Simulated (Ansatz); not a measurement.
Band structure of HfN (Fm-3m, 2 atoms in the cell).

```xyz
2
Lattice="0.0000 2.2600 2.2600 2.2600 0.0000 2.2600 2.2600 2.2600 0.0000" Properties=species:S:1:pos:R:3 pbc="T T T"
Hf     0.0000     0.0000     0.0000
N      2.2600     2.2600     2.2600
```

Method of the run: PBE (plane waves, PAW; Ansatz, an electronic-structure program).

Settings: basis.ecutwfc = 420 eV; kpoints.mp_grid.grid = 10 10 10; hamiltonian.xc = pbe; hamiltonian.pseudopotentials = {kind: paw} (the program's default PAW files); scf.occupations.method = gaussian; scf.occupations.width = 0.272 eV; kpoints.band_path.npoints = 8.

The starting cell has typed, rounded lattice constants, without a prior relaxation at this level. Spin-orbit coupling is off.

Levels in eV from the Fermi level, bands 12 to 19:
```json
[
 {"point": "Γ", "12": "-12.60", "13": "-3.00", "14": "-3.00", "15": "-3.00", "16": "-0.41", "17": "-0.41", "18": "-0.41", "19": "1.69"},
 {"point": "X", "12": "-12.62", "13": "-5.50", "14": "-3.87", "15": "-3.70", "16": "-3.70", "17": "4.03", "18": "5.45", "19": "5.45"},
 {"point": "W", "12": "-12.58", "13": "-6.19", "14": "-5.55", "15": "-5.55", "16": "1.08", "17": "1.08", "18": "5.46", "19": "5.47"},
 {"point": "K", "12": "-12.60", "13": "-6.39", "14": "-5.61", "15": "-5.00", "16": "-0.89", "17": "3.80", "18": "4.39", "19": "5.93"},
 {"point": "L", "12": "-12.45", "13": "-8.95", "14": "-6.26", "15": "-6.26", "16": "3.19", "17": "3.63", "18": "3.63", "19": "4.38"},
 {"point": "U", "12": "-12.60", "13": "-6.39", "14": "-5.61", "15": "-5.00", "16": "-0.89", "17": "3.80", "18": "4.39", "19": "5.93"}
]
```

Bands cross the Fermi level along this path, so the cell is metallic at this level.

Keys are those of Ansatz 0.2.
